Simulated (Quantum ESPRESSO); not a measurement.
# Short convergence ladders for TiCd (P4mm, 4 atoms in the cell)

```xyz
4
Lattice="2.9025 0.0000 0.0000 0.0000 2.9025 0.0000 0.0000 0.0000 9.0593" Properties=species:S:1:pos:R:3 pbc="T T T"
Ti     0.0000     1.4513     3.5946
Ti     1.4513     0.0000     5.5146
Cd     0.0000     1.4513     7.8514
Cd     1.4513     0.0000     1.2079
```

Base method: PBEsol, SSSP 1.1.2 efficiency (PBE) pseudopotentials (plane waves; Quantum ESPRESSO).

Base settings: ecutwfc = 50 Ry; ecutrho = 400 Ry; occupations = smearing; smearing = fd; degauss = 0.0073499 Ry; input_dft = pbesol; potentials = {Ti: ti_pbe_v1.4.uspp.F.UPF, Cd: Cd.pbe-dn-rrkjus_psl.0.3.1.UPF}; K_POINTS = automatic 4 4 2 0 0 0; conv_thr = 1e-10 Ry; mixing_beta = 0.7.

The count of work is k-points × plane waves × bands × iterations; it is no time. 

**The plane-wave cutoff**

Moved along: ecutrho.

The second cell is the first with its lattice scaled by 0.98.

The mesh stays at the base's, so the ladder's end is converged at best in this setting alone.

Only quantities that move along the ladder and can be compared are tabulated.

| ecutwfc | free energy less the last step's (meV/atom) | energy of the compressed cell less the first (meV/atom) | pressure (GPa) | largest difference of a force vector from the last step's (eV/Å) | count of work / last |
|---|---|---|---|---|---|
| 17.5 Ry | 25846.57 | 395.61 | -849.25 | 0.366 | 0.078 |
| 22 Ry | 5471.34 | 117.29 | -243.86 | 0.141 | 0.13 |
| 28 Ry | 569.41 | -7.61 | -40.01 | 0.013 | 0.16 |
| 35 Ry | 61.21 | -7.58 | -4.95 | 0.002 | 0.23 |
| 45 Ry | 41.65 | -8.01 | -4.85 | 0.001 | 0.34 |
| 50 Ry | 22.42 | -8.05 | -4.77 | 0.000 | 0.38 |
| 88 Ry | 0.00 | -7.95 | -3.91 | 0.000 | 1.0 |

Coarsest ecutwfc that holds the forces within 0.005 eV/Å of the last step, with all finer ones: 35 Ry, at 0.23 of the last step's count of work; the step before is off by 0.013 eV/Å.

Coarsest ecutwfc that holds the free energy within 5 meV/atom: not settled: the last two steps still differ by 22 meV/atom, over half the tolerance, so the ladder does not show it.

Coarsest ecutwfc that holds the energy of the compressed cell less the first within 0.5 meV/atom of the last step, with all finer ones: 28 Ry, at 0.16 of the last step's count of work; the step before is off by 130 meV/atom.

At the lowest cutoff the pressure lies 845 GPa under the last step's, the usual sign of Pulay stress in an incomplete plane-wave basis.

**The density cutoff**

The second cell is the first with its lattice scaled by 0.98.

The mesh stays at the base's, so the ladder's end is converged at best in this setting alone.

Only quantities that move along the ladder and can be compared are tabulated.

| ecutrho | free energy less the last step's (meV/atom) | energy of the compressed cell less the first (meV/atom) | pressure (GPa) | largest difference of a force vector from the last step's (eV/Å) |
|---|---|---|---|---|
| 100 Ry | -42.19 | -7.20 | -2.81 | 0.047 |
| 200 Ry | -0.17 | -8.04 | -4.76 | 0.001 |
| 300 Ry | 0.00 | -8.05 | -4.77 | 0.000 |
| 400 Ry | -0.01 | -8.05 | -4.77 | 0.000 |
| 500 Ry | -0.01 | -8.05 | -4.77 | 0.000 |
| 800 Ry | 0.00 | -8.05 | -4.77 | 0.000 |

Coarsest ecutrho that holds the pressure within 0.1 GPa of the last step, with all finer ones: 200 Ry; the step before is off by 2.0 GPa.

Coarsest ecutrho that holds the free energy within 5 meV/atom of the last step, with all finer ones: 200 Ry; the step before is off by 42 meV/atom.

Coarsest ecutrho that holds the energy of the compressed cell less the first within 0.2 meV/atom of the last step, with all finer ones: 200 Ry; the step before is off by 0.85 meV/atom.

The energy difference between the two cells stays within 1 meV/atom of the last step's from 100 Ry on, the total only from 200 Ry on: much of the error is common to both cells and cancels.

On the base run: the starting cell comes from a database of computed structures (which also holds hypothetical and non-ambient phases and stackings), without a prior relaxation at this level. Its lattice was rescaled by up to half a per cent. One atom was moved a little off its site on purpose. Spin polarisation is off. In the base run, with a pressure of about -5 GPa the cell is away from its equilibrium volume at this level. Without a gap this mesh is coarse (it stands for a supercell whose shortest vector is 12 Å).
